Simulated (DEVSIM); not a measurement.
Structure: abrupt Si p-n junction, at 350 K.

Layer 1 from the left is Si, thickness (μm) 2.50, Na (cm⁻³) 1.3e18, τn (s) 2e-7, τp (s) 2e-7. Layer 2 from the left is Si, thickness (μm) 160, Nd (cm⁻³) 1.3e16, τn (s) 2e-7, τp (s) 2e-7.

Left contact: ohmic. Right contact: ohmic. Voltage is applied to the left contact. Recombination: SRH at mid-gap, radiative, Auger. Mobility is μmin + (μ − μmin)/(1 + (N/Nref)^α).

Constants are typed, rounded textbook-type inputs, not results; the design itself was drawn at random and stands for no fabricated device. Values at 300 K; Nc and Nv go as T^1.5, mobilities as T to minus their exponent, the gap by Varshni's rule with the affinity fixed.

Si: gap (eV) 1.124, affinity (eV) 4.05, permittivity 11.7, Nc (cm⁻³) 2.86e19, Nv (cm⁻³) 3.1e19, μn (cm²/Vs) 1417, μp (cm²/Vs) 470, μn,min 52, μp,min 45, Nref,n 9.7e16, Nref,p 2.2e17, αn 0.68, αp 0.72, T exponent of μn 2.3, T exponent of μp 2.2, B (cm³/s) 4.7e-15, Cn (cm⁶/s) 2.8e-31, Cp (cm⁶/s) 9.9e-32, Varshni α (eV/K) 0.000473, Varshni β (K) 636.

DEVSIM, 1D drift-diffusion, Boltzmann statistics, complete ionisation; no tunnelling, impact ionisation, image-force lowering or self-heating.

Dark forward current:

```csv
|V| (V),|J| (A/cm²)
0.05,7.150e-7
0.10,2.479e-6
0.15,7.504e-6
0.20,2.390e-5
0.25,8.569e-5
0.30,0.0003501
0.35,0.001587
0.40,0.007680
0.45,0.03826
0.50,0.1865
0.55,0.7850
0.60,2.380
0.65,5.117
0.70,8.756
0.75,13.08
0.80,17.97
0.85,23.35
0.90,29.18
0.95,35.45
1.00,42.15
1.05,49.28
1.10,56.88
1.15,64.94
1.20,73.49
1.25,82.55
1.30,92.15
```

**Question.** Work out the local ideality factor n = ΔV / (kT/q · ln(J2/J1)) between the rows 0.15 and 0.20 V, 0.40 and 0.45 V, 1.25 and 1.30 V.

**Answer.** kT/q = 30.16 mV. From 0.15 to 0.20 V: ln(2.390e-5/7.504e-6) = 1.158, n = 1.43. From 0.40 to 0.45 V: ln(0.03826/0.007680) = 1.606, n = 1.03, near the 1 of diffusion or emission over a barrier. From 1.25 to 1.30 V: ln(92.15/82.55) = 0.110, n = 15.07.

**Question.** Estimate the current at 0.40 V from the Shockley equation with J0 = Σ q ni² D/(N L) coth(W/L), τ joining the SRH, radiative and Auger lifetimes that are on, and W taken as the whole layer.

**Answer.** ni² = 1.43e23 cm⁻⁶; electrons in the p layer: μ = 176 cm²/Vs, D = 5.32 cm²/s, τ = 1.93e-7 s, L = 10.1 μm, W/L = 0.25, term 3.82e-10 A/cm²; holes in the n layer: μ = 300 cm²/Vs, D = 9.04 cm²/s, τ = 2.00e-7 s, L = 13.4 μm, W/L = 12, term 1.18e-8 A/cm². J0 = 1.22e-8 A/cm², and J = J0 exp(qV/kT) = 0.00703 A/cm². The simulation gives 0.00768 A/cm²; the estimate lies 8.5 % below. The estimate leaves out recombination in the depletion region and that region's share of W.
